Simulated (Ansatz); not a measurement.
Start from GeS in the GeS type structure (space group Pnma, No. 62; a = 10.6609 Å, b = 3.6812 Å, c = 4.3557 Å; layered, stacked along the Cartesian x axis). Axes: x, y, z lie along a, b, c of the conventional cell.

Level of theory: plane-wave PAW DFT at the PBE-D3(BJ) level (Ansatz, a first-principles code, 420 eV), scalar-relativistic without spin-orbit coupling.

Before the change:

Pressure: 0.0 kbar
Band gap: 1.24 eV

It is then changed as follows: tensile biaxial strain of 0.22 % in the plane normal to [001], as in epitaxy on a mismatched substrate; the out-of-plane cell vector and the atoms relax.

Task: What does the calculation give for the pressure after the change?

Result: The pressure (mean of the normal stresses, compression positive) goes from zero to -1.1 kbar.

Task: Predict the new band gap.

Result: The band gap decreases by 0.02 eV, from 1.24 eV to 1.22 eV.

Task: What happens to the out-of-plane strain?

Result: The out-of-plane strain is -0.33 %.

Whether these cells are dynamically stable was not tested. The D3 term's C6 switches between coordination references near this geometry, which can add small steps to energies.
